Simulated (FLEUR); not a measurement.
Input and output of a self-consistent single point for CaPd (P4mm, 2 atoms in the cell) (FLEUR).

Method of the run: LDA (Vosko-Wilk-Nusair), all-electron FLAPW (FLEUR), scalar-relativistic valence.

```
CaPd
1.0
    3.51621     0.00000     0.00000
    0.00000     3.51621     0.00000
    0.00000     0.00000     3.51621
Ca Pd
1 1
Cartesian
  0.00000   0.00000   0.05000
  1.75810   1.75810   1.75810
```

Reference input (self-consistent single point, DFT, LDA (Vosko-Wilk-Nusair), all-electron FLAPW (FLEUR), scalar-relativistic valence): Kmax = 3.8 1/bohr; GmaxXC = 13.3 1/bohr; xcFunctional = vwn; jspins = 1; l_soc = F; mode = hist; fermiSmearingEnergy = 0.00367493 Htr; mesh (inpgen div1-3) = 4 4 4; inpgen gamma flag = true; Gmax = 13.3 1/bohr; numbands = 0; maxIterBroyd = 25. This run's input differs from it in these lines:

```diff
@@ -15,3 +15,3 @@
 &exco xctyp='vwn' /
-&kpt div1=4 div2=4 div3=4 gamma=t /
+&kpt div1=4 div2=4 div3=4 gamma=t bz_integration='tetra' /
 &end /
@@ -35,3 +35,3 @@
    <cell>
-      <bzIntegration valenceElectrons="26.0" mode="hist" fermiSmearingEnergy="0.00367493">
+      <bzIntegration valenceElectrons="26.0" mode="tetra" fermiSmearingEnergy="0.0001">
          <kPointListSelection listName="default-1"/>
```

Log, with long lists cut:

```
 Iteration:     1   Distance:       6.19089463 me/bohr^3
 Iteration:     2   Distance:       4.91688092 me/bohr^3
 Iteration:     3   Distance:       2.53117864 me/bohr^3
 Iteration:     4   Distance:       2.04570690 me/bohr^3
 Iteration:     5   Distance:       0.53101952 me/bohr^3
   [... 91 lines left out ...]
 Iteration:    97   Distance:       0.05064095 me/bohr^3
 Iteration:    98   Distance:       0.04736023 me/bohr^3
 Iteration:    99   Distance:       0.09619302 me/bohr^3
 Iteration:   100   Distance:       0.05219874 me/bohr^3
 Run finished successfully
 Stop message:
   all done

[file out, last iteration]
             iter=    100
[...]
          total density-effective poten   -9.3570490442E+03
          total charge density-energy d   -1.7398545815E+02
 Updated energy parameters for spin:           1
[...]
 fermi energy and band-weighting factors:

[...]
FERMIE:
   [... lines left out ...]
          first approx. to ef    (T=0)  :   0.232248 htr   (energy of the highest occ. eigenvalue)
 Direct bandgap for spin            1 :    2.4324482648692691E-002  Htr
   [... lines left out ...]
 ---->    total energy=                    -5721.1741033123 htr
 ---->    (input%tkb*entropy) TS=              0.0000000000 htr
 ---->    free energy=                     -5721.1741033123 htr
      extrapolation for T->0
 ---->    total electron energy=           -5721.1741033123 htr
 ***** TOTAL FORCES ON ATOMS *****
 TOTAL FORCE FOR ATOM TYPE=  1  X=  0.000   Y=  0.000   Z=  0.094
                       FX_TOT= 0.000000 FY_TOT= 0.000000 FZ_TOT=-0.001908
 TOTAL FORCE FOR ATOM TYPE=  2  X=  3.322   Y=  3.322   Z=  3.322
                       FX_TOT= 0.000000 FY_TOT= 0.000000 FZ_TOT= 0.001882
No new postions, force convergence required= 0.00001; max force distance= 0.00024
---->    distance of charge densities for spin  1                 it=  100:     0.052199 me/bohr**3
GENERALIZED ANDERSON MIXING: alpha=   0.05000 History-length=3
     ******* it=100  is completed********
```

The run ended unconverged after 100 iterations. 

The starting cell comes from a database of computed structures (which also holds hypothetical and non-ambient phases and stackings), without a prior relaxation at this level. Its lattice was rescaled by up to half a per cent. One atom was moved a little off its site on purpose. Values depend on the basis (sphere radii, cutoffs, local orbitals), which need not be converged.

Cost on one core of a shared machine: roughly 3 min.
